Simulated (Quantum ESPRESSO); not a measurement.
Convergence series on Mg16Al12Cd (Cm, 29 atoms in the cell)

```cif
data_Al24Cd2Mg32
_chemical_formula_sum 'Mg32 Al24 Cd2'
_space_group_name_H-M_alt 'Cm'
_space_group_IT_number 8
_space_group_name_Hall 'C -2y'
_cell_length_a 10.53515
_cell_length_b 14.81879
_cell_length_c 9.11539
_cell_angle_alpha 90.000
_cell_angle_beta 124.775
_cell_angle_gamma 90.000
loop_
_atom_site_label
_atom_site_type_symbol
_atom_site_symmetry_multiplicity
_atom_site_Wyckoff_symbol
_atom_site_fract_x
_atom_site_fract_y
_atom_site_fract_z
_atom_site_occupancy
Mg1 Mg 2 a 0.00089 0.00000 0.65774 1
Mg2 Mg 2 a 0.31256 0.00000 0.70973 1
Mg3 Mg 2 a 0.00218 0.00000 0.00186 1
Mg4 Mg 2 a 0.34732 0.00000 0.33848 1
Mg5 Mg 4 b 0.04006 0.36017 0.99984 1
Mg6 Mg 4 b 0.44191 0.15693 0.59992 1
Mg7 Mg 4 b 0.34350 0.34187 0.39920 1
Mg8 Mg 4 b 0.32807 0.32576 0.00415 1
Mg9 Mg 4 b 0.01432 0.30387 0.31558 1
Mg10 Mg 4 b 0.19849 0.20046 0.68283 1
Al1 Al 2 a 0.13288 0.50000 0.82025 1
Al2 Al 2 a 0.81796 0.00000 0.18051 1
Al3 Al 4 b 0.27125 0.09159 0.99452 1
Al4 Al 4 b 0.09277 0.09316 0.36634 1
Al5 Al 4 b 0.22686 0.40650 0.63826 1
Al6 Al 4 b 0.49638 0.31553 0.81392 1
Al7 Al 4 b 0.18241 0.18494 0.18321 1
Cd1 Cd 2 a 0.11417 0.50000 0.29589 1
```
(The calculation used a cell of 29 atoms; values per cell refer to that cell.)

Computed with LDA (PZ), GBRV 1.5 ultrasoft (LDA) pseudopotentials (plane waves; Quantum ESPRESSO).

The starting cell comes from a database of computed structures (which also holds hypothetical and non-ambient phases and stackings), without a prior relaxation at this level.

Held fixed: occupations = smearing; smearing = gauss; degauss = 0.0073499 Ry; potentials = {Mg: mg_lda_v1.4.uspp.F.UPF, Al: al_lda_v1.uspp.F.UPF, Cd: cd_lda_v1.uspp.F.UPF}; K_POINTS = automatic 3 3 3 0 0 0; conv_thr = 1e-10 Ry; mixing_beta = 0.7. Moved along with it: ecutrho.

ΔF is the free energy per atom less that of the last row (40 Ry).

The series runs over ecutwfc = 16 Ry; 20 Ry; 24 Ry; 28 Ry; 32 Ry; 40 Ry.

Task: From which setting on does the energy stay within 5 meV/atom of the last one?

Result: Only the last setting itself: the one before it still differs by 27 meV/atom, so the series does not show convergence to this tolerance.

Task: From which setting on does the pressure stay within 0.2 GPa of the last one?

Result: Only the last setting itself: the one before it still differs by 2.4 GPa, so the series does not show convergence to this tolerance.

```json
[
 {"ecutwfc": "16 Ry", "ΔF (meV/atom)": "13596.5", "pressure (GPa)": "-392.24", "largest force (eV/Å)": "0.155", "plane waves": "4285"},
 {"ecutwfc": "20 Ry", "ΔF (meV/atom)": "3485.6", "pressure (GPa)": "-130.58", "largest force (eV/Å)": "0.075", "plane waves": "5970"},
 {"ecutwfc": "24 Ry", "ΔF (meV/atom)": "840.3", "pressure (GPa)": "-42.50", "largest force (eV/Å)": "0.075", "plane waves": "7851"},
 {"ecutwfc": "28 Ry", "ΔF (meV/atom)": "174.7", "pressure (GPa)": "-13.81", "largest force (eV/Å)": "0.076", "plane waves": "9917"},
 {"ecutwfc": "32 Ry", "ΔF (meV/atom)": "27.3", "pressure (GPa)": "-5.29", "largest force (eV/Å)": "0.077", "plane waves": "12100"},
 {"ecutwfc": "40 Ry", "ΔF (meV/atom)": "0.00", "pressure (GPa)": "-2.89", "largest force (eV/Å)": "0.077", "plane waves": "16862"}
]
```
